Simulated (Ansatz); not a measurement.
Relaxation of the outer planes of the (210) surface of rock-salt PbSe in its 1x1 cell (cut with top plane Pb + Se, bottom plane Pb + Se), outermost plane spacing 1.39 Å in the ideal cut.

Computed with PBE (plane waves to 420 eV, PAW; Ansatz, a first-principles code).

Model: 18-atom slab, Pb9Se9, 11.1 Å thick at the start, 5x4x1 mesh, Fermi-Dirac 0.025 eV, dipole correction, all atoms relaxed; no symmetry held; no spin, no spin-orbit, no U.

```tsv
plane	atoms	bulk spacing to the next (Å)	relaxed spacing (Å)	change (%)	rumpling (Å)
1	Se + Pb	1.390	(withheld)	(withheld)	(withheld)
2	Se + Pb	1.390	1.340	-3.6	0.01
```

Q: Some entries are withheld; supply them.

A: 
- 1, relaxed spacing (Å): 1.225
- 1, change (%): -11.9
- 1, rumpling (Å): 0.19 (Se outermost)
